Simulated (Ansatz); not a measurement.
## Effective masses and thermopower of AlAs under load (space group I-4m2)

Input:

```
AlAs
1.0
    0.00000     2.81332     2.91198
    2.81332     0.00000     2.91198
    2.81332     2.81332     0.00000
Al As
1 1
Direct
  0.00000   0.00000   0.00000
  0.75000   0.75000   0.75000
```

These are PBEsol with spin-orbit coupling, rigid bands (plane waves, PAW; Ansatz, an electronic-structure program) values and carry that method's errors. Condition of this run: uniaxial stress zz = -2 GPa (compression positive) (the target of the relaxation). Cell: cell and atoms relaxed with PBEsol, then loaded as said.

```
Item                                                                                                                                                              Result
---------------------------------------------------------------------------------------------------------------------------------------  -------------------------------
band gap                                                                                                                                                         1.15 eV
electron conductivity mass (300 K, dilute)                                                                                               0.39 (x), 0.39 (y), 0.26 (z) mₑ
hole conductivity mass (300 K, dilute)                                                                                                   0.44 (x), 0.44 (y), 0.69 (z) mₑ
effective density of states N_c (300 K)                                                                                                                      1.2e19 cm⁻³
effective density of states N_v (300 K)                                                                                                                      8.1e18 cm⁻³
density-of-states mass, electrons                                                                                                                                0.60 mₑ
density-of-states mass, holes                                                                                                                                    0.47 mₑ
Seebeck coefficient, n-type 1e19 cm⁻³, 300 K                                                                                                                   -234 μV/K
best n-type power factor at 300 K for τ = 10 fs (best axis; densities from 1e16 to 1e21 cm⁻³ tried, whether or not they can be reached)      7.1 μW/(cm·K²) at 3e19 cm⁻³
Seebeck coefficient, p-type 1e19 cm⁻³, 300 K                                                                                                                    270 μV/K
best p-type power factor at 300 K for τ = 10 fs (best axis; densities from 1e16 to 1e21 cm⁻³ tried, whether or not they can be reached)     10.7 μW/(cm·K²) at 3e20 cm⁻³
```

Rigid bands; masses and Seebeck coefficients take one relaxation time τ for all states and one kind of carrier; polarons and phonon drag are left out.
